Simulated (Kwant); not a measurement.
Device: In0.53Ga0.47As/InP stack with 3 barriers. One parabolic valley. Leads of mass 0.041 mₑ with the band edge at 0; grid 0.1 nm; bias 0 V, dropping linearly over the stack.

```
layer  thickness (nm)  band offset (eV)  mass (mₑ)
-----  --------------  ----------------  ---------
1                 2.6              0.25       0.08
2                 6.7                 0      0.041
3                 2.6              0.25       0.08
4                 6.7                 0      0.041
5                 2.6              0.25       0.08
```

Constants are typed, rounded textbook-type inputs, not results; the design itself was drawn at random and stands for no fabricated device.

Kwant, one-band effective-mass tight-binding model in one dimension, coherent, no space charge.

```tsv
E (eV)	A	B	C
0.001250	9.2e-8	6.0e-8	7.6e-8
0.02314	2.0e-5	4.3e-5	2.5e-5
0.04504	0.0023	0.0047	0.019
0.06693	0.19	0.093	0.56
0.08882	0.0089	0.0018	0.0030
0.1107	0.0019	0.0015	0.0012
0.1326	0.0014	0.0037	0.0013
0.1545	0.0017	0.049	0.0024
0.1764	0.0031	0.037	0.0078
0.1983	0.0083	0.012	0.063
0.2202	0.039	0.014	0.41
0.2421	0.50	0.030	0.12
0.2640	0.54	0.16	0.17
0.2859	0.43	0.28	0.58
0.3078	0.95	0.095	0.20
0.3296	0.40	0.078	0.065
0.3515	0.12	0.12	0.039
0.3750	0.058	0.34	0.033
```

Q: Column A is the base. The others each differ by one change: width of the first well 6.7 → 10 nm; width of the first well 6.7 → 8 nm. Which is which?

A: B: width of the first well 6.7 → 10 nm; C: width of the first well 6.7 → 8 nm.
